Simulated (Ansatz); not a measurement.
Effect of biaxial strain +1.27 %, plane normal [110], relaxed out of plane on MgPd

Start from MgPd in the CsCl type structure (space group Pm-3m, No. 221; a = 3.143 Å; relaxed with 0.1 eV smearing). Axes: x, y, z lie along the cube axes.

Now apply this change: tensile biaxial strain of 1.27 % in the plane normal to [110], as in epitaxy on a mismatched substrate; the out-of-plane cell vector and the atoms relax.

Level of theory: PBEsol (Ansatz, a quantum-chemistry and plane-wave program), no SOC. Settings: 18×18×18 k-points, 0.1 eV Fermi–Dirac smearing.

| quantity | base | changed | shift |
|---|---|---|---|
| volume per atom | 15.52 Å³ | 15.74 Å³ | +0.22 Å³ |
| shortest interatomic distance | 2.722 Å | 2.713 Å | -0.0084 Å |
| energy relative to the base (free energy F) | 0 meV/atom | +2.6 meV/atom | +2.6 meV/atom |
| pressure (mean of the normal stresses, compression positive) | 0.0 GPa | -1.4 GPa | -1.4 GPa |
| band gap | zero | zero | – |
| out-of-plane strain | – | -1.11 % | – |
| ratio −ε⊥/ε∥ | – | 0.87 | – |
| mean in-plane stress (compression positive) | – | -2.1 GPa | – |

Final structure (turned so that z lies along the plane normal):

```
MgPd
1.0
    3.18283     0.00000     0.00000
    0.00000     4.50120     0.00000
    0.00000     2.25060     2.19781
Mg Pd
1 1
Cartesian
  0.00000   0.00000   0.00000
  1.59141   2.25060   0.00000
```

Whether these cells are dynamically stable was not tested. All final runs are without spin polarisation.
